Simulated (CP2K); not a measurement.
Input and output of a self-consistent single point for GaNi (Pm-3m, 2 atoms in the cell) (CP2K).

Level of theory: PBEsol, GPW, DZVP-MOLOPT-PBE-GTH basis, GTH-PBE potentials (POTENTIAL_UZH) in CP2K 2026.2.

The change in words: lattice scaled by 0.98. Reference geometry:
```
CELL_PARAMETERS angstrom
      2.88305     0.00000     0.00000
      0.00000     2.88305     0.00000
      0.00000     0.00000     2.88305
ATOMIC_POSITIONS crystal
  Ga 0.00000 0.00000 0.00000
  Ni 0.50000 0.50000 0.50000
```

Reference input (self-consistent single point, DFT PBEsol, GPW, DZVP-MOLOPT-PBE-GTH basis, GTH-PBE potentials (POTENTIAL_UZH)): CUTOFF = 600 Ry; REL_CUTOFF = 40 Ry; SMEAR/METHOD = GAUSSIAN; SIGMA = 0.136 eV; KPOINTS/SCHEME = MONKHORST-PACK 9 9 9; XC_FUNCTIONAL = PBE:PBESOL; Ga/BASIS_SET = DZVP-MOLOPT-PBE-GTH-q13; Ga/POTENTIAL = GTH-PBE-q13; Ni/BASIS_SET = DZVP-MOLOPT-PBE-GTH-q18; Ni/POTENTIAL = GTH-PBE-q18; METHOD = GPW; EPS_DEFAULT = 1e-10. This run's input differs from it in these lines:

```diff
@@ -66,5 +66,5 @@
     &CELL
-      A 2.88304700 0.00000000 0.00000000
-      B 0.00000000 2.88304700 0.00000000
-      C 0.00000000 0.00000000 2.88304700
+      A 2.82538600 0.00000000 0.00000000
+      B 0.00000000 2.82538600 0.00000000
+      C 0.00000000 0.00000000 2.82538600
       PERIODIC XYZ
@@ -73,3 +73,3 @@
       Ga       0.00000000     0.00000000     0.00000000
-      Ni       1.44152350     1.44152350     1.44152350
+      Ni       1.41269300     1.41269300     1.41269300
     &END COORD
```

Output, abridged:

```
 SCF WAVEFUNCTION OPTIMIZATION

  Step     Update method      Time    Convergence         Total energy    Change
     1 NoMix/Diag. 0.20E+00      -     1.61997002      -244.7294112954 -2.45E+02
     2 Broy./Diag. 0.20E+00      -     0.09948322      -241.6349256143  3.09E+00
     3 Broy./Diag. 0.20E+00      -     0.04550089      -244.2273988871 -2.59E+00
     4 Broy./Diag. 0.20E+00      -     0.08500894      -244.2330050666 -5.61E-03
     5 Broy./Diag. 0.20E+00      -     0.01852870      -243.9430575339  2.90E-01
     6 Broy./Diag. 0.20E+00      -     0.00293340      -244.1186319426 -1.76E-01
   [... 4 lines left out ...]
    11 Broy./Diag. 0.20E+00      -     0.00000898      -244.0459333887  2.14E-04
    12 Broy./Diag. 0.20E+00      -     0.00000025      -244.0460515833 -1.18E-04
    13 Broy./Diag. 0.20E+00      -     0.00000029      -244.0460498034  1.78E-06
    14 Broy./Diag. 0.20E+00      -     0.00000002      -244.0460550600 -5.26E-06
  *** SCF run converged in    14 steps ***

  Overlap energy of the core charge distribution:               0.00000000000752
  Self energy of the core charge distribution:               -358.88273582088618
  Core Hamiltonian energy:                                    102.54349363313962
  Hartree energy:                                              39.21792823739058
  Exchange-correlation energy:                                -26.92437075043551
  Smearing free energy correction:                             -0.00037035918268
  Fermi energy:                                                 0.44187452487554

  Total energy:                                              -244.04605505997520
  Total energy (extrapolated to sigma->0):                   -244.04586988038386

                     Mulliken Population Analysis

   [... lines left out ...]

 STRESS| Analytical stress tensor [bar]
 STRESS|                        x                   y                   z
 STRESS|      x        1.12975213193E+05   6.49154688272E-03   6.49148947675E-03
 STRESS|      y        6.49154688272E-03   1.12973182743E+05   6.49153818911E-03
 STRESS|      z        6.49148947675E-03   6.49153818911E-03   1.12977003532E+05
 STRESS| 1/3 Trace                                             1.12975133156E+05
```

The run converged in 14 iterations. Against the reference run the free energy rises by 21.6 meV/atom and the pressure goes from -0.80 to 11.30 GPa.

The starting cell comes from a database of computed structures (which also holds hypothetical and non-ambient phases and stackings), without a prior relaxation at this level. Its lattice was rescaled by a random factor within 2.5 % of one. For this run, on top of that: lattice scaled by 0.98. Spin polarisation is off. Values carry the incompleteness of an atom-centred basis. The potentials were made for another functional than the one used. With a pressure of about 11 GPa the cell is away from its equilibrium volume at this level.

Cost on one core of a shared machine: roughly 5 min.
